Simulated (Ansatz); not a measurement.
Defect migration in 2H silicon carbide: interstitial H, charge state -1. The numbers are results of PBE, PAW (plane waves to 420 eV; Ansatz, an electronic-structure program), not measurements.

Cell of 72 host sites held at the relaxed PBE lattice; the Γ point alone; Fermi-Dirac width 0.01 eV, spin-restricted; finite-size errors left in. Static, classical nuclei. The host's phase is taken as given; its stability against other phases was not computed. The charge state is imposed; whether it is stable for some Fermi level was not computed. Sites that were not tried may lie lower.

Barriers: single points on a 2×2×2 k-point mesh shifted by half a step along c at the bands' geometries (they differ from the bands' own by up to 0.19 eV, and are uncertain by about as much).

Relaxed starting cell (atoms counted from 1):

```
CELL_PARAMETERS angstrom
      9.27650     0.00000     0.00000
     -4.63825     8.03368     0.00000
      0.00000     0.00000    10.14789
ATOMIC_POSITIONS crystal
  Si 0.22347 0.11141 0.24805
  Si 0.22214 0.11074 0.74932
  Si 0.22201 0.44374 0.25168
  Si 0.22285 0.44541 0.74944
  Si 0.22201 0.77763 0.25169
  Si 0.22285 0.77678 0.74945
  Si 0.55578 0.11127 0.24898
  Si 0.55547 0.11064 0.74819
  Si 0.55578 0.44386 0.24898
  Si 0.55546 0.44417 0.74819
  Si 0.55590 0.77763 0.25168
  Si 0.55421 0.77678 0.74945
  Si 0.88823 0.11141 0.24806
  Si 0.88889 0.11073 0.74931
  Si 0.88837 0.44386 0.24898
  Si 0.88899 0.44416 0.74819
  Si 0.88823 0.77617 0.24806
  Si 0.88890 0.77750 0.74932
  Si 0.11128 0.22227 0.99930
  Si 0.10489 0.20951 0.50196
  Si 0.11142 0.55538 0.00009
  Si 0.11216 0.55577 0.49836
  Si 0.11128 0.88836 0.99930
  Si 0.10489 0.89477 0.50198
  Si 0.44523 0.22229 0.99839
  Si 0.44488 0.22212 0.49747
  Si 0.44425 0.55538 0.00010
  Si 0.44388 0.55575 0.49836
  Si 0.44426 0.88822 0.00009
  Si 0.44387 0.88748 0.49836
  Si 0.77735 0.22229 0.99839
  Si 0.77752 0.22211 0.49747
  Si 0.77735 0.55441 0.99840
  Si 0.77753 0.55477 0.49748
  Si 0.77736 0.88835 0.99930
  Si 0.79010 0.89472 0.50197
  C  0.22804 0.11371 0.43375
  C  0.22259 0.11097 0.93818
  C  0.22114 0.44200 0.43953
  C  0.22262 0.44495 0.93857
  C  0.22114 0.77851 0.43953
  C  0.22262 0.77702 0.93858
  C  0.55567 0.11105 0.43735
  C  0.55532 0.11035 0.93694
  C  0.55568 0.44397 0.43736
  C  0.55532 0.44432 0.93694
  C  0.55762 0.77849 0.43952
  C  0.55468 0.77701 0.93857
  C  0.88593 0.11368 0.43375
  C  0.88867 0.11096 0.93818
  C  0.88859 0.44397 0.43736
  C  0.88928 0.44431 0.93693
  C  0.88594 0.77161 0.43376
  C  0.88867 0.77706 0.93818
  C  0.11115 0.22201 0.18744
  C  0.11193 0.22358 0.69036
  C  0.11080 0.55507 0.18864
  C  0.11106 0.55520 0.68792
  C  0.11115 0.88849 0.18744
  C  0.11194 0.88769 0.69037
  C  0.44553 0.22244 0.18602
  C  0.44444 0.22190 0.68716
  C  0.44457 0.55507 0.18864
  C  0.44443 0.55520 0.68791
  C  0.44457 0.88884 0.18864
  C  0.44443 0.88857 0.68792
  C  0.77720 0.22244 0.18602
  C  0.77774 0.22189 0.68715
  C  0.77720 0.55411 0.18602
  C  0.77774 0.55520 0.68716
  C  0.77763 0.88849 0.18744
  C  0.77604 0.88769 0.69036
  H  0.99999 0.99967 0.56324
```
Cell charge -1.

End state 1 differs by these moves (Å; atoms that move under 0.08 Å are left out):

| atom | element | Δx | Δy | Δz |
|---|---|---|---|---|
| 1 | Si | -0.09 | -0.05 | 0.05 |
| 13 | Si | 0.09 | -0.05 | 0.05 |
| 17 | Si | 0.00 | 0.11 | 0.05 |
| 20 | Si | 0.00 | 0.10 | -0.02 |
| 24 | Si | 0.09 | -0.05 | -0.02 |
| 36 | Si | -0.09 | -0.05 | -0.02 |
| 37 | C | -0.03 | -0.02 | 0.07 |
| 49 | C | 0.03 | -0.02 | 0.07 |
| 53 | C | 0.00 | 0.03 | 0.07 |
| 73 | H | 0.00 | 0.00 | -2.53 |

Task: Give the forward and backward barriers to end state 1 at the level PBE, PAW.

Result: forward 2.47 eV, backward 2.47 eV; at the saddle point atom 73 has neighbours 3 C at 1.89; Si at 1.83, 2 Si at 1.85 Å. The saddle point's order was not checked, and it lies on a symmetry element of the cell, where a band can be held.
